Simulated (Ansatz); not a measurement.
# Mg3Sb2 under a change: pressure 1.8 GPa

Start from Mg3Sb2 (space group P-3m1, No. 164; a = 4.567 Å, c = 7.247 Å).

The change: a hydrostatic pressure of 1.8 GPa.

Calculations: Ansatz (an electronic-structure program) r2SCAN, without spin-orbit coupling. Settings: 12×12×7 k-points, 0.05 eV Fermi–Dirac smearing.

| quantity | base | changed | shift |
|---|---|---|---|
| volume per atom | 26.18 Å³ | 25.25 Å³ | -0.93 Å³ |
| density | 4.01 g/cm³ | 4.16 g/cm³ | +0.15 g/cm³ |
| lattice parameter a | 8.630 bohr | 8.533 bohr | -0.097 bohr |
| c/a ratio | 1.587 | 1.583 | -0.004 |
| shortest interatomic distance | 5.328 bohr | 5.277 bohr | -0.051 bohr |
| band gap | 0.61 eV | 0.55 eV | -0.054 eV |
| gap character | indirect, Γ → K | indirect, Γ → K | – |
| smallest direct gap | 1.78 eV | 1.79 eV | +0.01 eV |
| mean gap deformation potential ΔEg/Δln V | – | +1.5 eV | – |
| width of the top valence band | 2.59 eV | 2.72 eV | +0.13 eV |
| electron mass | 0.21 mₑ along c, 0.36 mₑ across (at K) | 0.21 mₑ along c, 0.35 mₑ across (at K) | – |
| hole mass | 0.085 mₑ along c, 1.1 mₑ across (at Γ) | 0.088 mₑ along c, 1.0 mₑ across (at Γ) | – |
| valence-band top at Γ (three highest levels, from the VBM) | 0.00, -0.41, -0.41 eV | 0.00, -0.45, -0.45 eV | – |

Final structure:

```
CELL_PARAMETERS angstrom
      4.51558     0.00000     0.00000
     -2.25779     3.91061     0.00000
      0.00000     0.00000     7.14878
ATOMIC_POSITIONS crystal
  Sb 0.33333 0.66667 0.22688
  Sb 0.66667 0.33333 0.77312
  Mg 0.00000 0.00000 0.00000
  Mg 0.33333 0.66667 0.63317
  Mg 0.66667 0.33333 0.36683
```

Cost of the whole job for the changed cell (relaxation, final SCF and bands): about 6 core-minutes (a rough figure).

With Sb present, leaving out spin-orbit coupling can change the band edges. Load acts through the strain it causes; cell and atoms are relaxed under it. Effective masses come from finite differences of ±0.01 Å⁻¹. No phonon test of stability was made.
